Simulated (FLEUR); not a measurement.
Band structure of AlNi₃ (Pm-3m, 4 atoms in the cell).

```xyz
4
Lattice="3.5259 0.0000 0.0000 0.0000 3.5259 0.0000 0.0000 0.0000 3.5259" Properties=species:S:1:pos:R:3 pbc="T T T"
Al     0.0000     0.0000     0.0000
Ni     0.0000     1.7629     1.7629
Ni     1.7629     0.0000     1.7629
Ni     1.7629     1.7629     0.0000
```
Moments meant for the start (each program seeds them in its own way; μB, in the order of the atoms Al Ni Ni Ni): 0.0 2.0 2.0 2.0.

Method: FLEUR with PBE, all-electron FLAPW (FLEUR), scalar-relativistic valence.

Settings: Kmax = 4.6 1/bohr; GmaxXC = 18.4 1/bohr; xcFunctional = pbe; jspins = 2; l_soc = F; mode = hist; fermiSmearingEnergy = 0.00367493 Htr; mesh (inpgen div1-3) = 8 8 8; inpgen gamma flag = true; Gmax = 18.4 1/bohr; numbands = 0; maxIterBroyd = 15; imix = Anderson; alpha = 0.05.

The starting cell comes from a database of computed structures (which also holds hypothetical and non-ambient phases and stackings), without a prior relaxation at this level. Its lattice was rescaled by a random factor within 2.5 % of one. Values depend on the basis (sphere radii, cutoffs, local orbitals), which need not be converged.

Levels in eV from the Fermi level, bands 23 to 30 of the first spin channel:
```tsv
point	23	24	25	26	27	28	29	30
Γ	0.10	0.10	0.10	0.83	0.83	0.83	6.80	6.80
X	-1.14	-0.98	-0.44	0.10	5.67	5.67	5.68	5.68
M	-1.20	-0.91	-0.85	-0.54	0.99	0.99	8.34	8.34
R	-1.02	-1.02	-0.27	-0.10	-0.10	-0.10	3.63	4.23
```
